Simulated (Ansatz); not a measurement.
Band structure of YbGe₂Ru₂ (I4/mmm, 5 atoms in the cell).

```
CELL_PARAMETERS angstrom
     -2.13849     2.13849     4.96124
      2.13849    -2.13849     4.96124
      2.13849     2.13849    -4.96124
ATOMIC_POSITIONS crystal
  Yb 0.00000 0.00000 0.00000
  Ge 0.63113 0.63113 0.00000
  Ge 0.36887 0.36887 0.00000
  Ru 0.25000 0.75000 0.50000
  Ru 0.75000 0.25000 0.50000
```

Computed with LDA (PW92), PAW files made with PBE (plane waves; Ansatz, a program for electronic structure).

Settings: basis.ecutwfc = 420 eV; kpoints.mp_grid.grid = 6 6 6; hamiltonian.xc = lda; hamiltonian.pseudopotentials = {kind: paw} (the program's default PAW files); scf.occupations.method = gaussian; scf.occupations.width = 0.1 eV; kpoints.band_path.npoints = 8.

The starting cell comes from a database of computed structures (which also holds hypothetical and non-ambient phases and stackings), without a prior relaxation at this level. Spin-orbit coupling is off. Spin polarisation is off.

Levels in eV from the Fermi level, bands 39 to 46:
```csv
point,39,40,41,42,43,44,45,46
Γ,-0.21,-0.02,0.02,0.02,0.03,0.95,1.21,3.29
X,-0.25,-0.23,-0.23,-0.21,-0.08,0.08,1.54,1.80
Y,-0.24,-0.24,-0.22,-0.22,0.05,0.89,1.55,1.84
S,-0.23,-0.22,-0.22,-0.20,1.61,1.63,2.12,3.91
Z,-0.19,0.04,0.47,0.47,1.21,1.72,2.88,3.45
S1,-0.23,-0.22,-0.22,-0.20,1.61,1.63,2.12,3.91
N,-0.23,-0.21,-0.20,-0.04,0.12,1.50,3.27,3.33
P,-0.24,-0.23,-0.23,-0.21,-0.21,-0.09,1.71,1.71
Y1,-0.24,-0.24,-0.22,-0.22,0.05,0.89,1.55,1.84
```

Bands cross the Fermi level along this path, so the cell is metallic at this level.

Keys are those of Ansatz 0.2.
